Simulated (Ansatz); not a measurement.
System: Hf₂AlB₂ (model structure, started from the Ti2InB2 type, P-6m2, No. 187, 5 atoms in the cell). Method: PBE in Ansatz (plane waves, PAW).

The run printed, among other lines:

```
Relaxation: its limit of steps is 80 (relax.max_steps)
Crystal: 5 atoms, lattice volume = 71.712 Å³
Basis set: ecut = 520 eV, 1909 PW (Γ), exchange–correlation on 48×48×128 points (8 copies of the dense FFT grid, shifted against one another)
Bands: 37, of which v1, the nominal top of the filled ones, is band 31 counted from 1 (30 counted from 0)
Symmetry: 12 space group operations
Space group: P-6m2 (ITA 187), of the structure as read, at distance tolerance 4.2e-5 Å
k-points: 305 of 4608 (time reversal used)
Functional: x = pbe(κ = 0.804, μ = 0.2195149727645171), c = pbe(β = 0.06672455060314922)
SCF iter   1: F=—  HF=-32295.717906 eV  |F-HF|=—  |Δ(HF+E_count)|=         —  Δρ=2.94e-3  dr2=2.88e-2
SCF iter   2: F=—  HF=-32295.715720 eV  |F-HF|=—  |Δ(HF+E_count)|=   2.19e-3  Δρ=1.86e-3  dr2=1.49e-2
  ...
SCF 1 converged in 7 iterations: F = -32295.713867 eV  dr2 = 2.36e-8
Crystal: 5 atoms, lattice volume = 71.712 Å³
Initial density: handed on by an earlier stage of this run
SCF 2 converged in 6 iterations: F = -32295.713866 eV  dr2 = 1.64e-7
Crystal: 5 atoms, lattice volume = 71.712 Å³
SCF 3 converged in 10 iterations: F = -32295.715062 eV  dr2 = 2.92e-12
Crystal: 5 atoms, lattice volume = 71.712 Å³
SCF 4 converged in 5 iterations: F = -32295.715063 eV  dr2 = 4.89e-10
Crystal: 5 atoms, lattice volume = 71.712 Å³
SCF iter   4: F=—  HF=-32295.715063 eV  |F-HF|=—  |Δ(HF+E_count)|=  7.28e-12  Δρ=6.49e-8  dr2=3.50e-12
SCF iter   5: F=-32295.715063 eV  HF=-32295.715063 eV  |F-HF|=2.55e-11  |Δ(HF+E_count)|=    0.00e0  Δρ=4.59e-8  dr2=1.38e-12
SCF 5 converged in 5 iterations: F = -32295.715063 eV  dr2 = 1.38e-12
SCF converged after 5 iterations
Free energy (F): -32295.715063 eV
Internal energy: -32295.703321 eV  (E = F + TS)
E sigma→0 (E₀):  -32295.709192 eV
Fermi energy:    15.842149 eV
--- Forces (eV/Å), atoms counted from 1 ---
  atom   1  Hf     0.00000000     0.00000000     0.00036505
  atom   2  Hf     0.00000000     0.00000000    -0.00036505
  atom   3  Al    -0.00000000    -0.00000000     0.00000000
  atom   4  B     -0.00000000    -0.00000000     0.00000000
  atom   5  B      0.00000000     0.00000000    -0.00000000
--- Stress (GPa, compression-positive) ---
       -2.945526       0.000000      -0.000000
        0.000000      -2.945526       0.000000
       -0.000000       0.000000      -2.932638
  P = ⅓ Tr σ = -2.9412 GPa (-29.412 kbar)
```

Question: Write an input file that could have produced this run (the log leaves some choices open).

Answer: One answer among several that fit: 
Ansatz 0.2 input:
```yaml
crystal:
  lattice:
    - [3.1787653663, -0.0000002995, 0.0]
    - [-1.5893824238, 2.7528917097, 0.0]
    - [0.0, 0.0, 8.1948553545]
  atoms:
    - { symbol: Hf, position: [0.3333333333, 0.6666666667, 0.7079239184] }
    - { symbol: Hf, position: [0.3333333333, 0.6666666667, 0.2920760816] }
    - { symbol: Al, position: [0.0, 0.0, 0.0] }
    - { symbol: B, position: [0.0, 0.0, 0.5] }
    - { symbol: B, position: [0.6666666667, 0.3333333333, 0.5] }
basis:
  ecutwfc: 520
  ecutrho_ratio: 4
  xc_grid: 2
kpoints:
  mp_grid: { grid: [24, 24, 8] }
hamiltonian:
  xc: pbe
  dispersion: none
  pseudopotentials: { kind: paw }
scf:
  occupations: { method: fermi_dirac, width: 0.05 }
output:
  forces: true
  stress: true
  eigenvalues: true
relax:
  f_tol: 0.004
  escape_saddle: false
  max_steps: 80
  cell: { stress_tol: 0.02, fix: [volume] }
```

The cell is one volume of an energy–volume scan, off the minimum.

Note: the relaxation could raise the start's symmetry but not lower it, so the cell can be a saddle point.

The result took roughly 8 core-minutes.

A model structure was made by putting elements into a prototype or built by hand; it is no filed structure, need not be a known phase, and can be a saddle point held by its symmetry.

Ansatz is a first-principles code.
